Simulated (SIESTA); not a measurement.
A self-consistent single point of CrClO (P1, 6 atoms in the cell) with SIESTA.

Method of the run: LDA PW92, numerical atomic orbitals DZP, PseudoDojo LDA standard norm-conserving potentials (rewritten from UPF to PSML) (SIESTA 5.4.2).

The change in words: atoms moved at random. Reference geometry:
```
CELL_PARAMETERS angstrom
      3.14861     0.00000     0.00000
      0.00000     3.81630     0.00000
      0.00000     0.00000     7.84908
ATOMIC_POSITIONS crystal
  Cr 0.00000 0.00000 0.10604
  Cr 0.50000 0.50000 0.89396
  Cl 0.00000 0.50000 0.68142
  Cl 0.50000 0.00000 0.31858
  O  0.50000 0.00000 0.94782
  O  0.00000 0.50000 0.05218
```
Moments meant for the start (each program seeds them in its own way; μB, in the order of the atoms Cr Cr Cl Cl O O): 3.0 3.0 0.0 0.0 0.0 0.0.

Reference input (self-consistent single point, DFT, LDA PW92, numerical atomic orbitals DZP, PseudoDojo LDA standard norm-conserving potentials (rewritten from UPF to PSML)): XC.functional = LDA; XC.authors = PW92; potentials = PseudoDojo LDA standard; PAO.BasisSize = DZP; PAO.EnergyShift = 0.01 Ry; MeshCutoff = 350 Ry; kgrid.MonkhorstPack = 5 4 2; OccupationFunction = FD; ElectronicTemperature = 10 meV; Spin = polarized; DM.InitSpin = [1 +3.00, 2 +3.00, 3 +0.00, 4 +0.00, 5 +0.00, 6 +0.00]; MaxSCFIterations = 150. This run's input differs from it in these lines:

```diff
@@ -19,8 +19,8 @@
 %block AtomicCoordinatesAndAtomicSpecies
-     0.000000000    0.000000000    0.832316231  1
-     1.574304500    1.908147500    7.016761769  1
-     0.000000000    1.908147500    5.348518731  2
-     1.574304500    0.000000000    2.500559269  2
-     1.574304500    0.000000000    7.439513110  3
-     0.000000000    1.908147500    0.409564890  3
+     0.031168080    0.063564210    0.816021545  1
+     1.534846132    1.854620146    6.961127504  1
+    -0.012553504    1.921019863    5.351642664  2
+     1.560579713   -0.056786470    2.530621238  2
+     1.603696765    0.027958177    7.500641729  3
+     0.005173165    1.914066574    0.387171471  3
 %endblock AtomicCoordinatesAndAtomicSpecies
```

Output (repeated stretches shortened):

```
        iscf     Eharris(eV)        E_KS(eV)     FreeEng(eV)     dDmax    Ef(eV) dHmax(eV)
   scf:    1    -6491.067402    -6587.167444    -6587.169486  0.603047  0.728815 31.447437
     spin moment: {S} , |S| = {        0.0        0.0    4.53516 }     4.53516
   scf:    2    -6640.674087    -6616.964050    -6616.965431  0.265164 -1.198253 18.169541
     spin moment: {S} , |S| = {        0.0        0.0    5.72033 }     5.72033
   scf:    3    -6637.578237    -6631.465564    -6631.465897  0.403984 -3.304667  3.316310
     spin moment: {S} , |S| = {        0.0        0.0    5.90168 }     5.90168
   [... lines left out ...]
     spin moment: {S} , |S| = {        0.0        0.0    6.00000 }     6.00000
   scf:   17    -6632.392906    -6632.392905    -6632.392905  0.000048 -3.941201  0.001363
     spin moment: {S} , |S| = {        0.0        0.0    6.00000 }     6.00000
   scf:   18    -6632.392906    -6632.392906    -6632.392906  0.000029 -3.941301  0.001070
     spin moment: {S} , |S| = {        0.0        0.0    6.00000 }     6.00000
   scf:   19    -6632.392906    -6632.392906    -6632.392906  0.000016 -3.941380  0.000854
     spin moment: {S} , |S| = {        0.0        0.0    6.00000 }     6.00000
SCF Convergence by DM+H criterion
max |DM_out - DM_in|         :     0.0000161768
max |H_out - H_in|      (eV) :     0.0008536068
SCF cycle converged after 19 iterations

Using DM_out to compute the final energy and forces

siesta: E_KS(eV) =            -6632.3929

siesta: E_KS - E_eggbox =     -6632.3929

siesta: Atomic forces (eV/Ang):
     1   -0.242439   -1.077784    0.863417
     2    0.603128    1.110702    1.401995
     3   -0.127668   -0.094226   -0.706853
     4    0.184197    0.168844   -0.211423
     5   -0.343095   -0.594017   -0.929656
     6   -0.072116    0.487756   -0.417327
   Tot    0.002007    0.001274    0.000153
   Max    1.401995
   Res    0.663030    sqrt( Sum f_i^2 / 3N )
   Max    1.401995    constrained

   [... lines left out ...]
siesta: FreeEng =     -6632.392906
siesta: Cell volume =         94.314684 Ang**3
siesta:         -31.77856878        -45.27017058  kBar
   [... lines left out ...]

mulliken: Qtot =       24.000

Mulliken Atomic Populations:
Atom #   charge [q] valence [e]      Sz [e]  Species
     1     0.473294   13.526706    2.969032  Cr
     2     0.448330   13.551670    3.021029  Cr
     3     0.116565    6.883435    0.027669  Cl
     4     0.089370    6.910630    0.010180  Cl
     5    -0.572870    6.572870   -0.017284  O
     6    -0.554688    6.554688   -0.010626  O
 Total    -0.000000                6.000000
```

The run converged in 19 iterations. Against the reference run the free energy rises by 28.4 meV/atom, the pressure goes from -4.10 to -3.18 GPa, the largest force goes from 0.159 to 1.888 eV/Å, the gap on the mesh goes from 0.423 to 0.277 eV and the size of the net moment stays at 1.00 μB/atom.

The starting cell comes from a database of computed structures (which also holds hypothetical and non-ambient phases and stackings), without a prior relaxation at this level. Its lattice was rescaled by a random factor within 2.5 % of one. For this run, on top of that: atoms moved at random. The magnetic order is the one reached from the typed start; others were not searched systematically. Values carry the incompleteness of an atom-centred basis. With a pressure of about -3 GPa the cell is away from its equilibrium volume at this level. Forces in this geometry exceed 1 eV/Å.

Cost on one core of a shared machine: roughly 30 s.
